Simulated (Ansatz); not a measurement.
K₂MoO₄ (C2/m, No. 12, 14 atoms in the cell; start COD 1527397), treated with r²SCAN (Ansatz, a first-principles code, PAW).

Run with plane-wave cutoff 560 eV, 6×6×6 k mesh, Fermi–Dirac smearing 0.01 eV, no spin polarisation, scalar-relativistic PAW data made under PBE.

Cell (relaxed at this level):

```yaml
crystal:
  lattice:
    - [6.17353, -3.02512, 0.01870]
    - [6.17353, 3.02512, 0.01870]
    - [-3.25284, 0.00000, 6.76811]
  atoms:
    - { symbol: Mo, position: [0.17512, 0.17512, 0.22494] }
    - { symbol: Mo, position: [0.82488, 0.82488, 0.77506] }
    - { symbol: K, position: [0.84397, 0.84397, 0.25229] }
    - { symbol: K, position: [0.15603, 0.15603, 0.74771] }
    - { symbol: K, position: [0.50966, 0.50966, 0.23519] }
    - { symbol: K, position: [0.49034, 0.49034, 0.76481] }
    - { symbol: O, position: [0.33120, 0.33120, 0.38187] }
    - { symbol: O, position: [0.66880, 0.66880, 0.61813] }
    - { symbol: O, position: [0.08699, 0.08699, 0.35896] }
    - { symbol: O, position: [0.91301, 0.91301, 0.64104] }
    - { symbol: O, position: [0.90379, 0.38066, 0.07462] }
    - { symbol: O, position: [0.61934, 0.09621, 0.92538] }
    - { symbol: O, position: [0.09621, 0.61934, 0.92538] }
    - { symbol: O, position: [0.38066, 0.90379, 0.07462] }
```

Problem. What does this level give for the band gap, smallest direct gap on the k points sampled and Γ–Γ gap?

Solution. 
band gap: 4.79 eV
smallest direct gap on the k points sampled: 4.94 eV
Γ–Γ gap: 5.00 eV

Spin–orbit coupling is not included.

The computed numbers hold no vibrational or temperature effects.

Computing time: roughly 5 core-minutes.
